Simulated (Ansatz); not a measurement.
An Ansatz (a quantum-chemistry and plane-wave program) input (DFT with PBE-D3(BJ), PAW potentials and a 420 eV plane-wave cutoff in Ansatz, without spin-orbit coupling):

Ansatz 0.2 input:
```yaml
crystal:
  lattice:
    - [3.837095372, 0, 0]
    - [0, 3.837095372, 0]
    - [0, 0, 4.4740482677]
  atoms:
    - { symbol: Sn, position: [0.5, 0, 0.2434392365] }
    - { symbol: Sn, position: [0, 0.5, 0.7565607635] }
    - { symbol: O, position: [0, 0, 0] }
    - { symbol: O, position: [0.5, 0.5, 0] }
basis: { ecutwfc: 420, ecutrho_ratio: 4, xc_grid: 2, fft_grid_basis: typed }
kpoints: { mp_grid: { grid: [12, 12, 10] } }
hamiltonian:
  xc: pbe
  dispersion: d3bj
  pseudopotentials: { kind: paw }
scf: { occupations: { method: fermi_dirac, width: 0.05 }, convergence: { dr2_threshold: 0.0000000004 } }
relax: { f_tol: 0.005, max_steps: 50 }
output: { forces: true, stress: true }
checkpoint: { write: state.ck, write_every: 1000 }
```

### Question
Which symmetry and how many k-points will the program report, and about how many plane waves at Γ?

### Answer
Space group P4/nmm (ITA 129) with 16 operations, k-points 168 of 1440, and 1319 plane waves at Γ.

### Question
And the final pressure?

### Answer
1.93 GPa (compression positive).

The cells carry an imposed strain or load. Stability against distortions was not tested. All final runs are without spin polarisation. The cell was made from SnO in the litharge type structure (space group P4/nmm, No. 129; layered, stacked along the Cartesian z axis) by this change: uniaxial strain ε_zz = −5.98 %.
